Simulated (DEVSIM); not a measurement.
Structure: abrupt Si n-p junction, at 300 K.

Layer 1 from the left is Si, thickness (μm) 20.0, Nd (cm⁻³) 5.4e15, τn (s) 3e-5, τp (s) 3e-5. Layer 2 from the left is Si, thickness (μm) 0.280, Na (cm⁻³) 7.2e17, τn (s) 3e-5, τp (s) 3e-5.

Left contact: ohmic. Right contact: ohmic. Voltage is applied to the left contact. Recombination: SRH at mid-gap. Mobility is constant in doping.

This is a model device: material constants are rounded textbook-type values typed into the input, and sizes, dopings and lifetimes were drawn at random. Values at 300 K.

Si: gap (eV) 1.124, affinity (eV) 4.05, permittivity 11.7, Nc (cm⁻³) 2.86e19, Nv (cm⁻³) 3.1e19, μn (cm²/Vs) 1417, μp (cm²/Vs) 470.

Q: Estimate by hand the built-in potential, the peak field at zero bias, the capacitance at 3 V, and compare with a numerical solution.

A: 
- Built-in potential: ni = √(Nc Nv) exp(−Eg/2kT) = 1.08e10 cm⁻³ with Eg = 1.124 eV; Vbi = kT/q ln(Na Nd/ni²) = 0.805 V; numerical 0.805 V.
- Peak field at zero bias: depletion approximation: W = √(2εVbi/(qN)) = 0.441 μm with N = 5.36e15 cm⁻³; field = 2Vbi/W = 36500 V/cm; numerical 54500 V/cm (estimate below by 33 %).
- Capacitance at 3 V: C = √(qεN / 2(Vbi + |V|)) = 10.8 nF/cm²; numerical 10.9 nF/cm² (estimate below by 0.79 %).

DEVSIM, 1D drift-diffusion, Boltzmann statistics, complete ionisation; no tunnelling, impact ionisation, image-force lowering or self-heating.
